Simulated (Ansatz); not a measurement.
Results of PBE-D4 (PAW; Ansatz, an electronic-structure program) for fluorite AuAl₂.

Settings: plane-wave cutoff 520 eV, 16×16×16 k mesh, Fermi–Dirac smearing 0.05 eV, scalar-relativistic PAW data made under PBE.

Computed at the level's own relaxed cell.

Question: Estimate the volume per atom, bulk modulus, lattice constant a and pressure derivative B′ of the bulk modulus that the calculation returns.

Answer: 
- volume per atom: 17.97 Å³/atom
- bulk modulus: 115 GPa
- lattice constant a: 5.997 Å
- pressure derivative B′ of the bulk modulus: 4.8

The run finds no gap.

Spin–orbit coupling is not included; it can shift volumes and moduli of such heavy elements.

The computed numbers hold no vibrational or temperature effects.
